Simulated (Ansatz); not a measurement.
Consider interstitial Al in 2H silicon carbide, charge state +1. Method: PBE, PAW (plane waves to 420 eV; Ansatz, a program for electronic structure).

72-site cell at the relaxed PBE lattice, the Γ point alone, smearing 0.01 eV, spin-restricted, no finite-size correction. Energies are static. The host's phase is taken as given; its stability against other phases was not computed. The charge state is imposed; whether it is stable for some Fermi level was not computed. Sites that were not tried may lie lower. The start lies 0.47 eV above the lowest site run (PBE).

Barriers: single points on a 2×2×2 k-point mesh shifted by half a step along c at the bands' geometries (they differ from the bands' own by up to 0.29 eV, and are uncertain by about as much).

Relaxed starting cell (atoms counted from 1):

```
AlC36Si36
1.0
    9.27650     0.00000     0.00000
   -4.63825     8.03368     0.00000
    0.00000     0.00000    10.14789
Si C Al
36 36 1
Direct
  0.22323   0.11165   0.24797
  0.23833   0.11937   0.76199
  0.22398   0.44814   0.24743
  0.22494   0.44994   0.75208
  0.22400   0.77597   0.24740
  0.22481   0.77504   0.75202
  0.55609   0.11228   0.25061
  0.55585   0.11184   0.75149
  0.55605   0.44388   0.25059
  0.55587   0.44415   0.75152
  0.55182   0.77598   0.24742
  0.55002   0.77507   0.75203
  0.88826   0.11165   0.24799
  0.88081   0.11929   0.76204
  0.88766   0.44394   0.25060
  0.88817   0.44416   0.75150
  0.88830   0.77671   0.24794
  0.88084   0.76168   0.76198
  0.11165   0.22347   0.00274
  0.11602   0.23219   0.48719
  0.11142   0.55579   0.00037
  0.11094   0.55553   0.49915
  0.11164   0.88834   0.00268
  0.11599   0.88393   0.48719
  0.44863   0.22440   0.00315
  0.44558   0.22280   0.49927
  0.44423   0.55579   0.00036
  0.44443   0.55551   0.49915
  0.44419   0.88860   0.00035
  0.44443   0.88896   0.49916
  0.77564   0.22437   0.00316
  0.77713   0.22285   0.49926
  0.77567   0.55141   0.00315
  0.77709   0.55434   0.49925
  0.77648   0.88832   0.00271
  0.76782   0.88388   0.48711
  0.22420   0.11213   0.43656
  0.22373   0.11195   0.94354
  0.22526   0.45068   0.43464
  0.22228   0.44469   0.93850
  0.22526   0.77469   0.43460
  0.22225   0.77772   0.93845
  0.55544   0.11100   0.43867
  0.55540   0.11093   0.93842
  0.55542   0.44448   0.43866
  0.55542   0.44464   0.93843
  0.54930   0.77467   0.43461
  0.55528   0.77774   0.93846
  0.88779   0.11214   0.43655
  0.88808   0.11193   0.94357
  0.88893   0.44451   0.43866
  0.88910   0.44462   0.93842
  0.88778   0.77571   0.43647
  0.88805   0.77630   0.94352
  0.11141   0.22299   0.18949
  0.11126   0.22266   0.68805
  0.10953   0.55484   0.18733
  0.11036   0.55521   0.68744
  0.11142   0.88854   0.18942
  0.11128   0.88877   0.68795
  0.44582   0.22296   0.18904
  0.44746   0.22380   0.68831
  0.44512   0.55484   0.18732
  0.44476   0.55522   0.68744
  0.44515   0.89044   0.18730
  0.44471   0.88960   0.68745
  0.77701   0.22301   0.18905
  0.77622   0.22379   0.68832
  0.77696   0.55414   0.18900
  0.77622   0.55257   0.68830
  0.77695   0.88854   0.18944
  0.77744   0.88880   0.68800
  0.99994   0.00007   0.62225
```
Cell charge +1.

End state 1 differs by these moves (Å; atoms that move under 0.08 Å are left out):

```
atom  element     Δx     Δy     Δz
----  -------  -----  -----  -----
2          Si  -0.04  -0.03  -0.25
14         Si   0.04  -0.03  -0.25
18         Si   0.00   0.05  -0.25
19         Si   0.00   0.12   0.10
20         Si   0.00  -0.07   0.11
23         Si   0.10  -0.06   0.10
24         Si  -0.06   0.03   0.11
35         Si  -0.10  -0.06   0.10
36         Si   0.06   0.03   0.11
73         Al   0.00   0.00   2.54
```

Estimate the forward and backward barriers to end state 1 that PBE, PAW returns for this input.

forward 2.40 eV, backward 2.40 eV; at the saddle point atom 73 has neighbours 3 C at 1.91; 3 Si at 2.12 Å. The saddle point's order was not checked, and it lies on a symmetry element of the cell, where a band can be held.
